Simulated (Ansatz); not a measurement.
## GaSb, response to strain

The reference is GaSb in the zinc blende structure (space group F-43m, No. 216).

```
GaSb
1.0
    0.00000     3.02440     3.02440
    3.02440     0.00000     3.02440
    3.02440     3.02440     0.00000
Ga Sb
1 1
Direct
  0.00000   0.00000   0.00000
  0.25000   0.25000   0.25000
```

Cartesian axes are those of the cell as printed.

Strains are applied to the cell and any free atomic positions relax; under biaxial strain the out-of-plane vector relaxes too.

The values are results of LDA in Ansatz (plane waves to 420 eV, PAW, no spin-orbit coupling), not measurements.

Notes on the quantities. energy relative to the base: free energy F.

```tsv
biaxial strain, plane normal [111], relaxed out of plane (%)	energy relative to the base (meV/atom)
-2.5	14.4
-2.08	?
-1.67	6.3
-1.25	3.5
-0.83	1.5
-0.42	0.4
0	0.0
```

**Question.** Fit ΔE = Aε² + Bε³ (ε in %) to the rows shown and predict the withheld row.

**Answer.** Least squares on the printed values gives A = 2.17 and B = -0.056 meV/atom (largest residual 0.0 meV/atom); this predicts 9.9 meV/atom, and the run gives 9.9 meV/atom, in agreement.

Stability against distortions was not tested.

Ansatz is a quantum-chemistry and plane-wave program.
